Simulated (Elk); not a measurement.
## Refining one setting for Ho (P6_3/mmc, 2 atoms in the cell)

```
CELL_PARAMETERS angstrom
      3.53916     0.00000     0.00000
     -1.76958     3.06501     0.00000
      0.00000     0.00000     5.42609
ATOMIC_POSITIONS crystal
  Ho 0.33333 0.66667 0.25000
  Ho 0.66667 0.33333 0.75000
```
Moments meant for the start (each program seeds them in its own way; μB, in the order of the atoms Ho Ho): 4.0 4.0.

Computed with PBE, all-electron FP-LAPW, Elk's shipped species files, APW+lo basis with extra local orbitals run with Elk.

The starting cell comes from a database of computed structures (which also holds hypothetical and non-ambient phases and stackings), without a prior relaxation at this level. Its lattice was rescaled by a random factor within 2.5 % of one. The magnetic order is the one reached from the typed start; others were not searched systematically. With U or open f shells several self-consistent states can exist. The f electrons are in the valence without U or exact exchange, which can misplace them near the Fermi level. Spin-orbit terms, which matter for f shells, are left out. Values depend on the basis (sphere radii, cutoffs, local orbitals), which need not be converged. Without a gap this mesh is coarse (it stands for a supercell whose shortest vector is 16 Å).

Held fixed: xctype = 20; spinpol = true; stype = 3; swidth = 0.00367493 Ha; ngridk = 5 5 3; reducebf = 0.5; gmaxvr = 16 1/bohr; nxlo = 2; lorbcnd = true; lmaxi = 2; nempty = 8 per atom; bfcmt = [[0.0, 0.0, -2.0], [0.0, 0.0, -2.0]].

ΔF is the free energy per atom less that of the last row (11.31).

The series runs over rgkmax = 5.06; 5.66; 6.2; 6.69; 7.16; 7.59; 8; 8.58; 9.12; 9.8; 10.58; 11.31.

Task: From which setting on does the energy stay within 10 meV/atom of the last one?

Result: From rgkmax = 9.8 on; the one before it is off by 20 meV/atom.

```
rgkmax  ΔF (meV/atom)  size of the net moment (μB/atom)  basis size  iterations
------  -------------  --------------------------------  ----------  ----------
5.06           2589.5                              3.78         236          61
5.66           1513.0                              3.81         250          39
6.2             870.9                              3.77         271          33
6.69            474.4                              3.74         290          31
7.16            269.7                              3.71         308          34
7.59            155.9                              3.70         333          32
8                93.5                              3.69         354          31
8.58             44.4                              3.68         400          32
9.12             20.1                              3.68         431          33
9.8               7.1                              3.68         491          32
10.58           -0.33                              3.67         559          34
11.31            0.00                              3.67         644          35
```
